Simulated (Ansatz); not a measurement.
The parent structure is YN in the rock salt structure (space group Fm-3m, No. 225; a = 4.906 Å).

(Cell as relaxed with PBE.)

Levels (all Ansatz, a quantum-chemistry and plane-wave program, PAW): PBE (420 eV, no SOC); PBEsol (420 eV, no spin-orbit coupling).

Each level relaxes its own structure.

```tsv
base	PBE	PBEsol
volume per atom	14.76 Å³	14.31 Å³
lattice parameter a	4.906 Å	4.856 Å
band gap	0.21 eV	0.08 eV
```

Now apply this change: a hydrostatic pressure of 10 GPa.

| quantity | PBE | PBEsol |
|---|---|---|
| band gap | 0.11 eV | zero |
| shortest interatomic distance | 2.408 Å | 2.386 Å |

They disagree on the band gap; PBE's shortest interatomic distance lies 0.022 Å above PBEsol's (0.9 %). Neither level is exact; PBEsol is the comparison here, not a measurement.

A case with no gap was solved on a k-mesh chosen for an insulator, which is coarse for it. Load acts through the strain it causes; cell and atoms are relaxed under it. Whether these cells are dynamically stable was not tested. Competing high-pressure phases were not computed. The base started in Pnma and relaxed to Fm-3m at this level. The final runs are not spin-polarised. The zero or small gap of YN can change with the level of theory.
